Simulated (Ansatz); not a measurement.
Start from TiB2 (space group P6/mmm, No. 191; a = 3.0174 Å, c = 3.1851 Å).

The values are results of Ansatz (a first-principles code) PBEsol, without spin-orbit coupling, not measurements.

Before the change:

- Lattice parameter a: 5.702 bohr

Perturbation: full substitution Ti → Zr, then cell and atoms are relaxed.

Tabulated Pauling electronegativity and covalent radius: Ti 1.54, 1.60 Å; Zr 1.33, 1.75 Å.

**Question.** What does the calculation give for the lattice parameter a after the change?

**Answer.** The lattice parameter a goes up by 0.260 bohr (5.702 bohr → 5.962 bohr).

Stability against distortions was not tested. The final runs are not spin-polarised.
